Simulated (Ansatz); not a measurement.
Base system: AlN in the zinc blende structure (space group F-43m, No. 216; a = 4.370 Å).

Computed with r2SCAN in Ansatz (plane waves to 500 eV, PAW, no spin-orbit coupling).

Strains are applied to the cell and any free atomic positions relax.

One change was made to it. Results:

```tsv
quantity	base	after
smallest direct gap	4.84 eV	5.42 eV
width of the top valence band	2.68 eV	2.81 eV
electron mass	0.51 mₑ along k, 0.33 mₑ across (at X)	0.51 mₑ along k, 0.33 mₑ across (at X)
band gap	3.94 eV	3.99 eV
```

**Question.** What was done to the base?
(A) isotropic strain −2.00 %
(B) isotropic strain −2.50 %
(C) isotropic strain −1.00 %

**Answer.** A, isotropic strain −2.00 %. For comparison, the smallest direct gap in the other runs: isotropic strain −1.00 % gives 5.13 eV; isotropic strain −2.50 % gives 5.57 eV.

Effective masses come from finite differences of ±0.01 Å⁻¹. Along k means along the line from Γ to the band edge. No phonon test of stability was made. This is not the structure that AlN has at room temperature and ambient pressure.

Ansatz is a quantum-chemistry and plane-wave program.
